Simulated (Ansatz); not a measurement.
Reference: PbF₂ (Fm-3m), PBEsol with spin-orbit coupling, rigid bands (plane waves, PAW; Ansatz, an electronic-structure program); geometry: cell and atoms relaxed with PBEsol.

```
CELL_PARAMETERS angstrom
      0.00000     2.94930     2.94930
      2.94930     0.00000     2.94930
      2.94930     2.94930     0.00000
ATOMIC_POSITIONS crystal
  Pb 0.00000 0.00000 0.00000
  F  0.75000 0.75000 0.75000
  F  0.25000 0.25000 0.25000
```

| Quantity | Result |
|---|---|
| band gap | 3.94 eV |
| hole conductivity mass | 4.6 mₑ |
| Seebeck coefficient, p-type 1e19 cm⁻³ | 689 μV/K |

Q: Swap Pb for Hg, keeping the structure type. How do these values move?

A: HgF$_{2}$ (Fm-3m): volume per atom 17.1 to 14.2 Å³; band gap falls (3.94 eV to 0.38 eV); hole conductivity mass falls (4.6 mₑ to 2.5 mₑ); Seebeck coefficient, p-type 1e19 cm⁻³ falls (689 μV/K to 402 μV/K).

Moves up to 5 % count as about the same. Masses are for dilute carriers at 300 K, harmonic means over directions unless an axis is named. Seebeck coefficients are for the stated density at 300 K, with one relaxation time for all states and whether or not that doping can be reached.

Formula and space group known from diffraction (Crystallography Open Database), not checked to be the room-temperature form: HgF2 (Fm-3m), PbF2 (Fm-3m).
